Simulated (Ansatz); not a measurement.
Output of an Ansatz run (abridged):

```
WARN basis.ecutwfc = 420 eV, the default
WARN ansatz: RAYON_NUM_THREADS=1 ignored (pool sized by the plan → 1); use --threads N
Pseudopotentials: kind: paw
Pseudopotential: Li, paw, valence charge 3
Pseudopotential: Br, paw, valence charge 7
Crystal: 2 atoms, lattice volume = 42.049 Å³
Basis set: ecut = 420 eV, 869 PW (Γ), exchange–correlation on 54×54×54 points (8 copies of the dense FFT grid, shifted against one another)
Bands: 9, of which v1, the nominal top of the filled ones, is band 5 counted from 1 (4 counted from 0)
Symmetry: 48 space group operations
Space group: Fm-3m (ITA 225), of the structure as read, at distance tolerance 3.5e-5 Å
k-points: 47 of 1000
Initial density: superposition of atomic densities (neutral atoms: chi_scale 0, normalization atom), corrected by the library's trained network
Initial wavefunctions: pseudopotential atomic-orbital guess
Eigensolver: davidson
Functional: x = pbe(κ = 0.804, μ = 0.2195149727645171), c = pbe(β = 0.06672455060314922)
SCF iter   1: F=—  HF=-2990.959297 eV  |F-HF|=—  |Δ(HF+E_count)|=         —  Δρ=3.78e-4  dr2=9.87e-5  ethr=1.77e-3  ⟨swp⟩=7.4  Hψ=3205  notcnv=0
all-band conjugate gradients solve this SCF's bands
preconditioner: auto → none
SCF iter   2: F=—  HF=-2990.959374 eV  |F-HF|=—  |Δ(HF+E_count)|=   7.66e-5  Δρ=1.47e-4  dr2=1.30e-5  ethr=9.87e-7  ⟨swp⟩=3.1  Hψ=1214  notcnv=0
SCF iter   3: F=—  HF=-2990.959368 eV  |F-HF|=—  |Δ(HF+E_count)|=   5.98e-6  Δρ=5.33e-5  dr2=1.16e-6  ethr=1.30e-7  ⟨swp⟩=2.0  Hψ=613  notcnv=0
SCF iter   4: F=—  HF=-2990.959368 eV  |F-HF|=—  |Δ(HF+E_count)|=   1.61e-7  Δρ=4.09e-5  dr2=1.17e-6  ethr=1.16e-8  ⟨swp⟩=2.0  Hψ=611  notcnv=0
SCF iter   5: F=—  HF=-2990.959368 eV  |F-HF|=—  |Δ(HF+E_count)|=   2.36e-7  Δρ=2.41e-5  dr2=3.94e-7  ethr=1.16e-8  ⟨swp⟩=1.0  Hψ=423  notcnv=0
SCF iter   6: F=-2990.959368 eV  HF=-2990.959368 eV  |F-HF|=3.16e-8  |Δ(HF+E_count)|=   1.15e-7  Δρ=8.34e-6  dr2=4.58e-8  ethr=1.00e-9  ⟨swp⟩=3.1  Hψ=1608  notcnv=0
SCF 1 converged in 6 iterations: F = -2990.959368 eV  dr2 = 4.58e-8
SCF converged after 6 iterations
Free energy (F): -2990.959368 eV
Harris-Foulkes:  -2990.959368 eV  (|F-HF|=3.16e-8)
Internal energy: -2990.959368 eV  (E = F + TS)
E sigma→0 (E₀):  -2990.959368 eV
Fermi energy:    4.430813 eV
--- Per-component energies (eV) ---
  E_band       = -102.899941
  E_kinetic    = 155.496021
  E_local      = -314.070450  (includes V_loc(G=0)·N_el)
  E_nonlocal   = 37.086193
  E_hartree    = 80.581741
  E_xc         = -275.884819
  E_vxc        = -118.236190  (∫ρ·V_xc dr)
  E_paw        = -2267.623565  (= ΣΔE_a)
  E_vpaw       = -24.341363  (= ΣTr[D̂ρ^β])
  E_aug_tail   = 0.000021  (compensation charges beyond the density's cutoff)
  E_ewald      = -406.544510
  E_smearing   = -0.000000  (= −TS)
  E_closure    = -0.000000  (closes the sum)
  Σ components = -2990.959368   (vs F -2990.959368, Δ=0.00e0)
--- Forces (eV/Å), atoms counted from 1 ---
  atom   1  Li    -0.00000000     0.00000000    -0.00000000
  atom   2  Br     0.00000000    -0.00000000     0.00000000
  max |Σ_I F_I| component: 1.27e-30 eV/Å
--- Stress (GPa, compression-positive) ---
       -0.124986      -0.000000       0.000000
        0.000000      -0.124986       0.000000
       -0.000000      -0.000000      -0.124986
  P = ⅓ Tr σ = -0.1250 GPa (-1.250 kbar)
  The stress holds the Pulay correction. Without it, at fixed plane waves, as pw.x and ABINIT print it: P = -0.1326 GPa
--- Band table (eV; the first three rows and the last of 47) ---
  k-point 0: bands = ["-42.4512", "-11.4459", "1.9520", "1.9520", "1.9520", "6.8460", "12.4568", "12.4568", "12.4568"]
  k-point 1: bands = ["-42.4511", "-11.4058", "1.5632", "1.9248", "1.9248", "7.2109", "11.8807", "12.4057", "12.4057"]
  k-point 2: bands = ["-42.4508", "-11.2976", "0.7347", "1.8565", "1.8565", "7.7835", "11.4724", "11.5860", "11.5860"]
  k-point 46: bands = ["-42.4499", "-10.8070", "-0.3936", "0.1190", "0.8324", "9.4537", "10.6948", "11.1034", "12.0390"]
```

The structure:

```xyz
2
Lattice="0.0000 2.7600 2.7600 2.7600 0.0000 2.7600 2.7600 2.7600 0.0000" Properties=species:S:1:pos:R:3 pbc="T T T"
Li     0.0000     0.0000     0.0000
Br     2.7600     2.7600     2.7600
```

Task: Write an input that gives this output.

Result: Other spellings and defaults could give the same log, and not every line can be read from it. The input that was run (DFT, PBE, plane waves, default PAW files):

Ansatz 0.2 input:
```yaml
# LiBr
crystal:
  lattice:
    - [0.000000, 2.759991, 2.759991]
    - [2.759991, 0.000000, 2.759991]
    - [2.759991, 2.759991, 0.000000]
  atoms:
    - { symbol: Li, position: [0.000000, 0.000000, 0.000000] }
    - { symbol: Br, position: [0.500000, 0.500000, 0.500000] }
kpoints:
  mp_grid:
    grid: [10, 10, 10]
hamiltonian:
  xc: pbe
  pseudopotentials:
    kind: paw
scf:
  occupations:
    method: fermi_dirac
    width: 0.02
output:
  forces: true
  eigenvalues: true
  stress: true
```

The starting cell comes from a database of computed structures (which also holds hypothetical and non-ambient phases and stackings), without a prior relaxation at this level. Its lattice was rescaled by a random factor within 2.5 % of one. Ansatz's pressure includes its estimate of the finite-basis (Pulay) stress.

Ansatz is a quantum-chemistry and plane-wave program.
